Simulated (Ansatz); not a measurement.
# A F vacancy (surface) in a 3x3 cell of the 1x1 (100) surface of rock-salt LiF (cut with top plane F + Li)

Host crystal: rock-salt LiF, with a band gap (PBE, scalar-relativistic without spin-orbit coupling).

Calculation: r2SCAN, at the PBE geometry and the start's symmetry (plane waves to 500 eV, PAW; Ansatz, a program for electronic structure).

Set-up: 71 atoms, 6.1 Å thick at the start (thin: gaps and levels are the slab's own); mesh 3x3x1; 0.01 eV smearing; dipole correction on; single point; on the structure that PBE left under its start's symmetry; spin-polarised from one start with parallel moments (other orders not tried), ending with about 1.0 μB a cell; orders that need a larger cell were not tried, no spin-orbit, no U. The program's check for a lower electronic state was not made.

- formation energy against ½ F2(g) at the same level = 671 kJ/mol
- gap of the slab on its k-mesh = 1.28 eV
- highest filled level below the top vacuum level = 2.60 eV
- change of the step from the bottom to the top vacuum level, against the clean slab = 0.56 eV
- magnetic moment of the cell = 1.00 μB
